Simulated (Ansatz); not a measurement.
## SrTiO3: strain along the normal

SrTiO3 (cubic perovskite, Pm-3m, 11.783 Å³/atom at rest) under an equal strain ε in the (001) plane with the normal axis free, as in a coherent film. PBEsol in Ansatz, a plane-wave DFT program (PAW, default set), 420 eV, 9×9×9 Γ-centred mesh, Fermi-Dirac smearing 0.05 eV; ions are relaxed within the symmetry of each cell.

Here s stands for strain and y for normal strain.

| strain (%) | normal strain (%) |
|---|---|
| -1.20 | 0.74 |
| -0.60 | 0.36 |
| 0.00 | 0.00 |
| 0.60 | -0.35 |
| 1.20 | -0.68 |
| 3.00 | ? |

Taking a straight line for y over the 5 complete rows: Means: s 0, y 0.014. About the means, the sum of products is -2.1300 and the sum of squares of s is 3.6000; the slope is their ratio. Least squares gives y = 0.014 - 0.5917·s. Residuals (row less fit): 0.016, -0.009, -0.014, -0.009, 0.016; standard error 0.017 (degrees of freedom: 3). The slope, -0.59 ± 0.01, is the elastic response of the normal axis, −2C12/C11 for this plane.

**Question.** What does the fit predict for y at s = 3.00, and how far is the calculated value from it?

**Answer.** y = 0.014 - 0.5917 × 3.0 = -1.761%. The calculation gives -1.61%, 0.151% above the prediction (6.4 % of the range of y in the table). The row lies outside the fitted rows, so this is an extrapolation. From the scatter of the fitted rows alone, a prediction at this place has a standard error of 0.033%, so the miss is 4.6 times that.

One order more, fitted to all 11 runs of the series, follows each within 0.01, so the miss is the next term of a smooth law. The primitive cell can neither tilt nor turn polar against its symmetry, as such crystals can under strain. SrTiO3 is here the ideal cubic form; the compound distorts at low or room temperature. Rows are the converged runs of the series near zero and its far end; series whose fitted rows scatter by over a few per cent of the range, as at a crossing or softening among them, aren't shown in this form. Most that stay on the fit to the last digits aren't either.
